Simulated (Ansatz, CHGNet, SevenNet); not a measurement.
## HfSiO4 (I4₁/amd, No. 141, 12 atoms in the cell; start mp-4609): properties by level of theory

```tsv
level (code)	lattice parameter a (Å)	lattice parameter c (Å)
CHGNet 0.3.0	6.625	6.008
SevenNet-0	6.628	6.000
LDA (Ansatz)	6.524	5.923
```

Caveats: the relaxation could not lower the start's symmetry, so the cell can be a saddle point above a distorted one (CHGNet 0.3.0, SevenNet-0). Ansatz's density-functional and Hartree–Fock values are scalar-relativistic unless marked +SOC, with PAW data made under PBE.

A start named mp-… is a Materials Project structure, which need not be a measured phase.

Ansatz is a quantum-chemistry and plane-wave program.
